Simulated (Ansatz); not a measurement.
Consider ZnSiP2 in the chalcopyrite structure (space group I-42d, No. 122).

```
ZnSiP2
1.0
   -2.65320     2.65320     5.18990
    2.65320    -2.65320     5.18990
    2.65320     2.65320    -5.18990
Zn Si P
2 2 4
Cartesian
  0.00000   0.00000   0.00000
  0.00000   2.65320   2.59495
  0.00000   0.00000   5.18990
  2.65320   0.00000   2.59495
  1.25805   1.32660   6.48737
  1.32660  -1.25805   3.89242
  1.39515   1.32660   1.29747
  1.32660   3.91125  -1.29747
```

Cartesian axes are those of the cell as printed.

All numbers come from Ansatz (a quantum-chemistry and plane-wave program), LDA, PAW, cutoff 420 eV, no spin-orbit coupling.

Strains are applied to the cell and any free atomic positions relax; under biaxial strain the out-of-plane vector relaxes too.

One change was made to it. Results:

The valence-band top at Γ (three highest levels, from the VBM) goes from 0.00, -0.11, -0.11 eV to 0.00, 0.00, -0.20 eV; the gap character becomes indirect, Γ → M–S (33 % along) (base: direct at Γ); the band gap shrinks by 0.10 eV to 1.01 eV.

Q: Name the change that was made.
A. biaxial strain −3.00 %, plane normal [001], relaxed out of plane
B. biaxial strain −1.50 %, plane normal [001], relaxed out of plane
C. biaxial strain −2.25 %, plane normal [001], relaxed out of plane

A: A, biaxial strain −3.00 %, plane normal [001], relaxed out of plane. For comparison, the band gap in the other runs: biaxial strain −2.25 %, plane normal [001], relaxed out of plane gives 1.08 eV; biaxial strain −1.50 %, plane normal [001], relaxed out of plane gives 1.16 eV.

Stability against distortions was not tested.
